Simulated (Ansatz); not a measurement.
Take PtSe₂ in the CdI2 type structure (space group P-3m1, No. 164; a = 3.772 Å, c = 4.821 Å; layered; relaxed with 0.1 eV smearing) as the base. Axes: x lies along a and z along c of the hexagonal cell.

All numbers come from PBE-D3(BJ) in Ansatz (plane waves to 420 eV, PAW, no spin-orbit coupling).

One thing is altered: uniaxial strain ε_zz = −1.00 %, all other strain components held at zero, atoms relaxed at fixed cell.

Estimate the effect on the stress.

The stress (xx, yy, zz, yz, xz, xy; compression positive) comes out as (0.4, 0.4, 0.7, 0.0, 0.0, 0.0) GPa.

Estimate the effect on the energy relative to the base.

The energy grows by 0.4 meV/atom.

Whether these cells are dynamically stable was not tested. The final runs are not spin-polarised.

Ansatz is a first-principles code.
